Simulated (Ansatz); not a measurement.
HfN in the rock salt structure (space group Fm-3m, No. 225)

Space group Fm-3m (No. 225); a = 4.502 Å, b = 4.502 Å, c = 4.502 Å, α = 90.00°, β = 90.00°, γ = 90.00°

```csv
atom,site,symmetry,x,y,z
N,4a,m-3m,0.0000,0.0000,0.0000
Hf,4b,m-3m,0.5000,0.5000,0.5000
```
(The calculation used a cell of 2 atoms; values per cell refer to that cell.)

The values are results of PBEsol (Ansatz, a program for electronic structure), no SOC, not measurements. k-mesh 18×18×18 (Γ-centred); smearing 0.05 eV (Fermi–Dirac).

| Item | Value |
|---|---|
| Volume per atom | 11.40 Å³ |
| Density | 14.02 g/cm³ |
| Band gap | zero |
| Total energy | -7990.124 eV/atom (σ→0; compares only within this code and set-up) |

No phonon test of stability was made. The final runs are not spin-polarised. An odd electron count without spin: HfN.
